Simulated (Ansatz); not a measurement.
System: SnC (model structure, started from the wurtzite type, P6₃mc, No. 186, 4 atoms in the cell). Method: PBE-D3(BJ) (Ansatz, a first-principles code, PAW).

Numerical settings: plane-wave cutoff 520 eV, 12×12×6 k mesh (along the axes of the cell as run), Fermi–Dirac smearing 0.01 eV, scalar-relativistic PAW data made under PBE.

Cell (relaxed at this level):

```yaml
crystal:
  lattice:
    - [3.56399, 0.00000, 0.00000]
    - [-1.78200, 3.08651, 0.00000]
    - [0.00000, 0.00000, 5.83684]
  atoms:
    - { symbol: Sn, position: [0.66667, 0.33333, 0.00034] }
    - { symbol: Sn, position: [0.33333, 0.66667, 0.50034] }
    - { symbol: C, position: [0.66667, 0.33333, 0.62486] }
    - { symbol: C, position: [0.33333, 0.66667, 0.12486] }
```

Task: Give the computed band gap.

Result: 
- band gap = 0.94 eV

Note: the relaxation could raise the start's symmetry but not lower it, so the cell can be a saddle point.

Spin–orbit coupling is not included.

The result took roughly 10 core-seconds.

A model structure was made by putting elements into a prototype or built by hand; it is no filed structure, need not be a known phase, and can be a saddle point held by its symmetry.
